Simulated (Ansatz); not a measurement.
The reference is HgTe in the zinc blende structure (space group F-43m, No. 216; a = 6.510 Å). Axes: x, y, z lie along the cube axes.

Structures relaxed with Ansatz (a first-principles code), PBEsol, PAW, cutoff 420 eV, scalar-relativistic without spin-orbit coupling.

Base:

Simulated powder pattern, Mo Kα, λ = 0.71073 Å (kinematic, ideal powder, no thermal factors, no anomalous dispersion; the 10 strongest lines at most, above 2 %, up to 2θ = 40°):

```
2θ (°)  I/Imax (%)    hkl
------  ----------  -----
10.85          100  (111)
12.54          5.5  (200)
17.76           84  (220)
20.86           58  (311)
25.23           16  (400)
27.53           26  (331)
31.02           35  (422)
32.96           20  (511)
35.97           11  (440)
37.68           20  (531)
```

After one change:

Simulated powder pattern, Mo Kα, λ = 0.71073 Å (kinematic, ideal powder, no thermal factors, no anomalous dispersion; the 10 strongest lines at most, above 2 %, up to 2θ = 40°):

```tsv
2θ (°)	I/Imax (%)
10.84	100
17.68	28
17.78	56
20.78	39
20.97	19
25.10	11
27.55	18
30.93	23
31.12	11
32.80	10
```

Q: Name the change that was made.
A. biaxial strain −2.50 %, plane normal [001], relaxed out of plane
B. biaxial strain −1.00 %, plane normal [001], relaxed out of plane
C. biaxial strain +0.50 %, plane normal [001], relaxed out of plane
D. biaxial strain −1.50 %, plane normal [001], relaxed out of plane

A: C, biaxial strain +0.50 %, plane normal [001], relaxed out of plane. Its volume per atom is 34.58 Å³ against 34.48 Å³, and its space group is I-4m2 (No. 119).

Stability against distortions was not tested. All final runs are without spin polarisation.
